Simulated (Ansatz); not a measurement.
Start from SrO in the rock salt structure (space group Fm-3m, No. 225).

```yaml
crystal:
  lattice:
    - [0.00000, 2.57997, 2.57997]
    - [2.57997, 0.00000, 2.57997]
    - [2.57997, 2.57997, 0.00000]
  atoms:
    - { symbol: O, position: [0.00000, 0.00000, 0.00000] }
    - { symbol: Sr, position: [0.50000, 0.50000, 0.50000] }
```

All numbers come from r2SCAN (Ansatz, a quantum-chemistry and plane-wave program; PAW; 500 eV plane waves; no SOC).

Base values:

The lattice parameter a comes out as 5.160 Å and the electron mass comes out as 1.2 mₑ along k, 0.40 mₑ across (at X). The gap character is indirect, Γ → X.

It is then changed as follows: cell and atoms relaxed at a pressure of 0.3 GPa.

**Question.** Predict the new lattice parameter a, electron mass and gap character.

**Answer.** The lattice parameter a decreases by 0.006 Å to 5.154 Å; the electron mass stays 1.2 mₑ along k, 0.40 mₑ across (at X); the gap character is still indirect, Γ → X.

Load acts through the strain it causes; cell and atoms are relaxed under it. Masses are band curvatures over ±0.01 Å⁻¹ around the edge. Along k means along the line from Γ to the band edge. Stability against distortions was not tested.
